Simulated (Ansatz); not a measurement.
Ansatz (a program for electronic structure), DFT, PBE, plane waves, its default PAW files: diamond-structure Si, 2 atoms. Basis and mesh were picked for this test and aren't claimed converged.

```json
{
  "cell": "3.84, 3.84, 3.84 Å; 60, 60, 60°",
  "task": "single point",
  "k mesh": "12×12×12",
  "hamiltonian.xc": "pbe",
  "kind_of_files": "paw",
  "scf.occupations.method": "fixed",
  "output.forces": "true",
  "memory maximum (--max-ram)": "200GiB",
  "accuracy": "medium (default)",
  "basis.precision": "auto (default)",
  "basis.xc_grid": "2 (default)",
  "scf.eigensolver.kind": "auto (default)",
  "scf.mixing.algorithm": "auto (default)",
  "scf.mixing.preconditioner": "auto (default)",
  "scf.convergence.dr2_threshold": "1e-07 (default)",
  "scf.lower_state_search": "light (default)",
  "k-points after symmetry": "72",
  "bands_at_the_start": "8",
  "electrons": "8",
  "plane waves at Γ": "749",
  "cutoff (eV)": "420",
  "FFT grid": "27×27×27",
  "symmetry_operations": "48"
}
```

Machine: one whole node, Arm Neoverse V2, 96 cores on 1 socket, no SMT, 1 L3 cache group.

Each time is the median wall time of two to five repeats, run one at a time on the otherwise empty machine; start-up is included. Unless noted, each process is bound to its own block of adjacent cores. The times hold for this build (release build for Arm (Neoverse V2), one process with threads). Scratch files lie in a memory file system.

Measured:

| cores | layout | wall time |
|---|---|---|
| 1 | 1 thread | 0.969 s |
| 2 | 2 threads | 0.549 s |
| 8 | 8 threads | 0.250 s |
| 16 | 16 threads | 0.214 s |
| 24 | 24 threads | 0.207 s |
| 32 | 32 threads | 0.214 s |
| 48 | 48 threads | 0.231 s |

### Question
Take a serial part s and a parallel part w, T = s + w/p on p cores. What does the fit give for 4 threads and for 64 threads, and what is measured?

### Answer
A fit of relative deviations gives s = 0.183 s and w = 0.733 core-seconds; it misses the rows shown by at most 17 %.

```json
[
 {"cores": "4", "layout": "4 threads", "fit": "0.366 s", "measured": "0.346 s", "measured against fit": "-5 %"},
 {"cores": "64", "layout": "64 threads", "fit": "0.194 s", "measured": "0.248 s", "measured against fit": "+28 %"}
]
```

Efficiency, counted from 1 core, is near one half at 8 cores. The shortest time, 0.21 s, comes at 24 cores (16, 32: level within 8 % or the scatter of repeats); at 88 the run, laid out as 88 threads, is slower again (0.27 s). What the program resolved moves too: eigensolver slots from 24 to 72. The share that grows most is that of start and exit outside the program's clock: from 6.8 % of the time on 1 core to 43 % on 88. The largest part on 88 cores, start and exit outside the program's clock, takes 0.066 s on 1 and 0.12 s there.

Keys are those of Ansatz 0.2.
